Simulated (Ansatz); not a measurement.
Input:

End structure of a constructed model of the (0001) surface of hcp Ru, a layer of Au in place of the second plane (bottom of the slab: a bare face, its two planes held):

```
CELL_PARAMETERS angstrom
      2.72140     0.00000     0.00000
     -1.36070     2.35680     0.00000
      0.00000     0.00000    27.00000
ATOMIC_POSITIONS crystal
  Ru 0.66667 0.33333 0.30347
  Ru 0.33333 0.66667 0.38297
  Ru 0.66667 0.33333 0.46227
  Ru 0.33333 0.66667 0.53930
  Au 0.66667 0.33333 0.63011
  Ru 0.33333 0.66667 0.71821
```

Slab: 6 atoms, 10.6 Å thick at the start with caps and adatoms (thin: gaps and levels are the slab's own); k 16x16x1, smearing 0.1 eV, dipole-corrected; 2 atoms held, the rest relaxed; held to the start's symmetry, so lower structures may exist; no spin, no spin-orbit, no U. In PBE it lies 0.43 eV a 1x1 cell over the lowest computed structure of the same composition (a layer of Au in place of the third plane).

Question: What is the computed work function of the top face (PBE (Ansatz, a first-principles code))?

Answer: 5.42 eV
